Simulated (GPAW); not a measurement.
Band structure of MgO (Fm-3m, 2 atoms in the cell).

```xyz
2
Lattice="0.0000 2.1050 2.1050 2.1050 0.0000 2.1050 2.1050 2.1050 0.0000" Properties=species:S:1:pos:R:3 pbc="T T T"
Mg     0.0000     0.0000     0.0000
O      2.1050     2.1050     2.1050
```

Method of the run: PBE, GPAW PAW datasets PBE (gpaw-data 1.0.1) (plane waves; GPAW).

Settings: mode = pw; ecut = 550 eV; xc = PBE; kpts = 7 7 7; mesh shift (steps) = 0 0 0; occupations.name = fermi-dirac; occupations.width = 0.01 eV; nbands = -8; convergence.density = 1e-05 e/electron; convergence.energy = 1e-05 eV/electron; convergence.bands = -6; symmetry.symmorphic = false; symmetry.tolerance = 0.0005; maxiter = 150.

The starting cell has typed, rounded lattice constants, without a prior relaxation at this level.

Task: Predict the gap along the standard path and the places of the band edges.

Result: The gap along the path is 4.76 eV, direct at Γ to within 0.01 eV.

Levels in eV from the top of the valence band on the SCF mesh, bands 5 to 12:
```
point       5      6      7      8      9     10     11     12
-----  ------  -----  -----  -----  -----  -----  -----  -----
Γ      -17.25   0.00   0.00   0.00   4.76  15.84  15.84  15.84
X      -15.72  -4.06  -1.34  -1.34   9.14  10.05  13.16  19.05
W      -15.66  -2.94  -2.94  -1.76  11.68  11.68  12.27  15.57
K      -15.69  -3.48  -2.70  -1.14  10.12  11.86  12.57  18.19
L      -15.94  -4.62  -0.66  -0.66   7.92  12.66  16.36  16.36
U      -15.69  -3.48  -2.70  -1.14  10.12  11.86  12.57  18.19
```
